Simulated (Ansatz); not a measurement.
A calculation on stishovite (SiO2) returned lattice constant a 4.204 Å, lattice parameter c 2.682 Å, equilibrium volume per atom 7.90 Å³/atom, formation enthalpy -2.739 eV/atom.

For reference: lattice constant a 4.179 Å (measured, room temperature, not corrected to a static lattice; as tabulated in Hiroi (2015), arXiv:1503.02262); lattice parameter c 2.665 Å (measured, room temperature, not corrected to a static lattice; as tabulated in Hiroi (2015), arXiv:1503.02262); equilibrium volume per atom 7.76 Å³/atom (measured, 300 K, copied from a table, unchecked, no zero-point or thermal correction; as tabulated in BurnMan's mineral tables); formation enthalpy -3.029 eV/atom (measured, 298 K, copied from a table, unchecked, not corrected to a static lattice; as tabulated in Holland et al. (2018), doi:10.1093/petrology/egy048).

Task: Which level of theory produced these numbers?
A. LDA (Ansatz, a first-principles code)
B. PBE (Ansatz)
C. PBE-D4 (Ansatz)
D. r²SCAN (Ansatz)

Result: C, PBE-D4 (Ansatz)

The others give: r²SCAN 4.185 Å, 2.669 Å, 7.79 Å³/atom, -2.879 eV/atom; PBE 4.236 Å, 2.690 Å, 8.05 Å³/atom, -2.586 eV/atom; LDA 4.155 Å, 2.662 Å, 7.66 Å³/atom, -3.118 eV/atom.

Unless a cell is named, each level is at its own relaxed cell (LDA 7.66, PBE 8.05, PBE-D4 7.90, r²SCAN 7.79 Å³/atom).

Ansatz's density-functional and Hartree–Fock values are scalar-relativistic unless marked +SOC, with PAW data made under PBE.
